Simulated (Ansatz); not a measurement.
Take a 24-atom supercell of TiB2 (space group P6/mmm, No. 191; a = 3.017 Å, c = 3.185 Å) at its relaxed geometry as the base.

The values are results of PBEsol/PAW in Ansatz (a program for electronic structure), no spin-orbit coupling, earlier PAW set, not measurements.

Now apply this change: one H atom is added in an open site, starting 1.59 Å from the nearest host atom, atoms relaxed at fixed cell, starting from a slightly rattled geometry.

Task: How does this affect the largest displacement of a host atom from its site in the perfect cell and final site of the added atom?

Result: The largest displacement of a host atom from its site in the perfect cell amounts to 0.06 Å; the final site of the added atom amounts to 2 B at 1.35 Å and 2 Ti at 1.74 Å.

In so small a cell the defect repeats every few ångströms: this is an ordered compound, not a dilute defect. All final runs are without spin polarisation. The defect cell is not spin-polarised.
